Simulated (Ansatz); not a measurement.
The reference is Ti2InC (space group P6_3/mmc, No. 194; a = 3.108 Å, c = 14.032 Å; a cell from a computed database, its experimental status unchecked). Axes: x lies along a and z along c of the hexagonal cell.

The values are results of PBEsol in Ansatz (plane waves to 420 eV, PAW, without spin-orbit coupling), not measurements.

Before the change:

```
Item                             Value
-----------------------------  -------
Pressure                       0.0 GPa
Shortest interatomic distance  2.106 Å
Band gap                          zero
```

One thing is altered: uniaxial strain ε_zz = +2.11 %, all other strain components held at zero, atoms relaxed at fixed cell.

### Question
How does this affect the energy relative to the base, pressure, largest internal atomic displacement, shortest interatomic distance and band gap?

### Answer
The energy increases by 5.1 meV/atom; the pressure (mean of the normal stresses, compression positive) goes from zero to -2.5 GPa; the largest internal atomic displacement is 0.014 Å; the shortest interatomic distance increases by 0.005 Å to 2.111 Å; the band gap remains zero.

Without a gap, meshes like the base's 17×17×4 leave anisotropic stresses uncertain by several tenths of a GPa, and small strain energies with them. Whether these cells are dynamically stable was not tested. All final runs are without spin polarisation.

Ansatz is a quantum-chemistry and plane-wave program.
